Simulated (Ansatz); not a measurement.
Band structure of HfMg₆Zr (Amm2, 8 atoms in the cell).

```yaml
crystal:
  lattice:
    - [5.10077, 0.00000, 0.00000]
    - [0.00000, 3.03281, 5.81689]
    - [0.00000, -3.03281, 5.81689]
  atoms:
    - { symbol: Mg, position: [0.50000, 0.67362, 0.17274] }
    - { symbol: Mg, position: [0.50000, 0.17274, 0.67362] }
    - { symbol: Mg, position: [0.00000, 0.83079, 0.32913] }
    - { symbol: Mg, position: [0.00000, 0.32913, 0.83079] }
    - { symbol: Mg, position: [0.00000, 0.32586, 0.32586] }
    - { symbol: Mg, position: [0.00000, 0.82352, 0.82352] }
    - { symbol: Zr, position: [0.50000, 0.17230, 0.17230] }
    - { symbol: Hf, position: [0.50000, 0.67204, 0.67204] }
```

Method: LDA (PW92), PAW files made with PBE (plane waves; Ansatz, a program for electronic structure).

Settings: kpoints.mp_grid.grid = 3 3 3; hamiltonian.xc = lda; hamiltonian.pseudopotentials = {kind: paw} (the program's default PAW files); scf.occupations.method = gaussian; scf.occupations.width = 0.1 eV; kpoints.band_path.npoints = 8.

The starting cell comes from a database of computed structures (which also holds hypothetical and non-ambient phases and stackings), without a prior relaxation at this level. Spin-orbit coupling is off.

Levels in eV from the Fermi level, bands 46 to 53:
```
point     46     47     48     49     50     51    52    53
-----  -----  -----  -----  -----  -----  -----  ----  ----
Γ      -1.59  -1.01  -1.01  -0.99  -0.38   0.13  0.74  0.88
X      -0.95  -0.84  -0.04   0.10   0.13   0.56  0.60  0.70
S      -0.78  -0.69  -0.07   0.03   0.08   0.17  0.61  0.73
R      -1.74  -1.48   0.23   0.30   0.56   0.64  0.82  1.03
A      -0.93  -0.71  -0.45   0.22   0.36   0.61  0.80  1.12
Z      -1.15  -0.95  -0.66  -0.55  -0.37  -0.21  0.00  0.12
Y      -1.45  -1.10  -0.55  -0.49   0.32   0.50  1.14  1.94
X1     -0.95  -0.84  -0.04   0.10   0.13   0.56  0.60  0.70
A1     -0.93  -0.71  -0.45   0.22   0.36   0.61  0.80  1.12
T      -1.24  -1.24  -0.58  -0.51   0.30   0.41  0.60  0.96
```

Bands cross the Fermi level along this path, so the cell is metallic at this level.

Keys are those of Ansatz 0.2.
